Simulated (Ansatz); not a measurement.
The reference is WSi2 (space group I4/mmm, No. 139; a = 3.212 Å, c = 7.806 Å).

Calculations: r2SCAN (Ansatz, a first-principles code), no SOC, earlier PAW set.

Before the change:

```
Item                Value
---------------  --------
c/a ratio           2.430
Volume per atom  13.42 Å³
```

One thing is altered: full substitution W → S, then cell and atoms are relaxed.

Tabulated Pauling electronegativity and covalent radius: W 2.36, 1.62 Å; S 2.58, 1.05 Å.

### Question
Estimate the effect on the c/a ratio and volume per atom.

### Answer
The c/a ratio rises by 0.289 to 2.719; the volume per atom goes up by 6.163 Å³, from 13.42 Å³ to 19.59 Å³.

Whether these cells are dynamically stable was not tested. As relaxed here, Si2S is a hypothetical phase, not in the database extracts checked. The final runs are not spin-polarised.
